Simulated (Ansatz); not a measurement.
**Hypothetical rutile WSe2: pressure 30 GPa**

Consider WSe2 in the rutile structure (space group P4_2/mnm, No. 136; a = 6.151 Å, c = 3.311 Å; a hypothetical phase, not in the database extracts checked).

Now apply this change: cell and atoms relaxed at a pressure of 30 GPa.

Computed with PBEsol, PAW, 420 eV (Ansatz, an electronic-structure program; scalar-relativistic without spin-orbit coupling), earlier PAW set. k-mesh 8×8×14 (Γ-centred); smearing 0.05 eV (Fermi–Dirac).

The density grows by 1.63 g/cm³ (9.06 g/cm³ → 10.69 g/cm³) and the lattice parameter a decreases by 0.239 Å to 5.912 Å. The c/a ratio falls by 0.0245 to 0.514 and the shortest interatomic distance decreases by 0.148 Å (2.476 Å → 2.328 Å). The enthalpy H = E + PV relative to the base's energy is +3.57 eV/atom and the band gap is still zero.

Final structure:

```
CELL_PARAMETERS angstrom
      5.91215     0.00000     0.00000
      0.00000     5.91215     0.00000
      0.00000     0.00000     3.03747
ATOMIC_POSITIONS crystal
  W  0.50000 0.50000 0.50000
  W  0.00000 0.00000 0.00000
  Se 0.77839 0.77839 0.50000
  Se 0.27839 0.72161 0.00000
  Se 0.72161 0.27839 0.00000
  Se 0.22161 0.22161 0.50000
```

Cost of the whole job for the changed cell (relaxation, final SCF and bands): very roughly 2.6 core-minutes.

Load acts through the strain it causes; cell and atoms are relaxed under it. No phonon test of stability was made. No other phases were tried under pressure. The final runs are not spin-polarised. WSe2 has a high density of states at the Fermi level and may be magnetic at this level.
